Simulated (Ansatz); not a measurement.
What x(Lu) = 0.5, 10 atoms, P4/mmm (arrangement A) does to KTaO3

The parent structure is KTaO$_{3}$ in the cubic perovskite structure (space group Pm-3m, No. 221; a = 3.9901 Å).

The other end (x = 1) is KLuO₃ in the cubic perovskite structure (space group Pm-3m, No. 221; ferromagnetic; a model cell, its experimental status unchecked): 15.90 Å³/atom, gap zero; this end may not be an ambient phase.

It is then changed as follows: a fraction x = 0.5 of the Ta sites is given to Lu, ordered in a cell of 10 atoms (starting symmetry P4/mmm) and fully relaxed.

Level of theory: Kohn–Sham DFT with the r2SCAN functional, run in Ansatz (a program for electronic structure) with PAW and 500 eV plane waves, without spin-orbit coupling. Γ-centred 11×11×6 mesh, Fermi–Dirac width 0.05 eV, for the changed cell.

```csv
quantity,base,changed,shift
volume per atom,12.71 Å³,14.18 Å³,+1.47 Å³
density,7.01 g/cm³,6.21 g/cm³,-0.80 g/cm³
shortest interatomic distance,1.995 Å,1.934 Å,-0.061 Å
band gap,2.63 eV,zero,–
magnetic state,not spin-polarised,ferromagnetic,–
largest site moment,0.00 μB,0.52 μB,+0.52 μB
mixing energy (to 0.01 eV only: unlike meshes or grids) (against an end that may be hypothetical),–,+0.02 eV/atom,–
deviation of the volume from the linear (Vegard-type) interpolation,–,-0.9 %,–
```

Final structure:

```yaml
crystal:
  lattice:
    - [4.11847, 0.00000, 0.00000]
    - [0.00000, 4.11847, 0.00000]
    - [0.00000, 0.00000, 8.35996]
  atoms:
    - { symbol: K, position: [0.00000, 0.00000, 0.75222] }
    - { symbol: K, position: [0.00000, 0.00000, 0.24778] }
    - { symbol: Ta, position: [0.50000, 0.50000, 0.00000] }
    - { symbol: Lu, position: [0.50000, 0.50000, 0.50000] }
    - { symbol: O, position: [0.00000, 0.50000, 0.00000] }
    - { symbol: O, position: [0.00000, 0.50000, 0.50000] }
    - { symbol: O, position: [0.50000, 0.50000, 0.76864] }
    - { symbol: O, position: [0.50000, 0.50000, 0.23136] }
    - { symbol: O, position: [0.50000, 0.00000, 0.00000] }
    - { symbol: O, position: [0.50000, 0.00000, 0.50000] }
```

The magnetic state is the one reached from the starting moments; the real material's order can differ, and small cells can't hold many antiferromagnetic ones. These are small ordered cells, not random alloys; other orderings at the same x differ. With Ta present, leaving out spin-orbit coupling can change the band edges. No phonon test of stability was made. No Hubbard U is applied, and correlation can decide whether such a compound is a metal.
